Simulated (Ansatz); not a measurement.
Effect of isotropic strain −3.00 % on K

Consider K in the bcc (W type) structure (space group Im-3m, No. 229; a = 5.288 Å; relaxed with 0.1 eV smearing).

Perturbation: an isotropic linear strain of −3.00 %, atoms relaxed at fixed cell.

Calculations: Ansatz (a program for electronic structure) PBE, no spin-orbit coupling. k-mesh 18×18×18 (Γ-centred); smearing 0.1 eV (Fermi–Dirac).

- Volume per atom = 67.48 Å³ (base 73.94 Å³)
- Space group = Im-3m (No. 229) (base Im-3m (No. 229))
- Energy relative to the base (free energy F) = +7.2 meV/atom
- Pressure = 0.4 GPa (base 0.0 GPa)
- Band gap = zero (base zero)

Final structure:

```
K
1.0
   -2.56472     2.56472     2.56472
    2.56472    -2.56472     2.56472
    2.56472     2.56472    -2.56472
K
1
Direct
  0.00000   0.00000   0.00000
```

Whether these cells are dynamically stable was not tested.
